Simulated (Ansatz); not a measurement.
# Pressure series in Al2Pt

Consider Al$_{2}$Pt (space group Fm-3m, No. 225).

```yaml
crystal:
  lattice:
    - [0.00000, 2.97297, 2.97297]
    - [2.97297, 0.00000, 2.97297]
    - [2.97297, 2.97297, 0.00000]
  atoms:
    - { symbol: Al, position: [0.25000, 0.25000, 0.25000] }
    - { symbol: Al, position: [0.75000, 0.75000, 0.75000] }
    - { symbol: Pt, position: [0.00000, 0.00000, 0.00000] }
```

Cell and atoms are relaxed at each pressure.

All numbers come from PBE, PAW, 420 eV (Ansatz, an electronic-structure program; scalar-relativistic without spin-orbit coupling).

| case | density | shortest interatomic distance |
|---|---|---|
| base | 7.87 g/cm³ | 2.575 Å |
| pressure −2 GPa | 7.74 g/cm³ | 2.589 Å |
| pressure −1 GPa | 7.81 g/cm³ | 2.581 Å |
| pressure 0.9 GPa | 7.92 g/cm³ | 2.569 Å |
| pressure 2.1 GPa | 7.99 g/cm³ | 2.561 Å |
| pressure 4.5 GPa | 8.13 g/cm³ | 2.547 Å |
| pressure 9 GPa | 8.36 g/cm³ | 2.523 Å |
| pressure 15 GPa | 8.65 g/cm³ | 2.495 Å |
| pressure 22.5 GPa | 8.96 g/cm³ | 2.465 Å |
| pressure 30 GPa | 9.26 g/cm³ | 2.439 Å |

Load acts through the strain it causes; cell and atoms are relaxed under it. Stability against distortions was not tested. Competing high-pressure phases were not computed. The final runs are not spin-polarised.
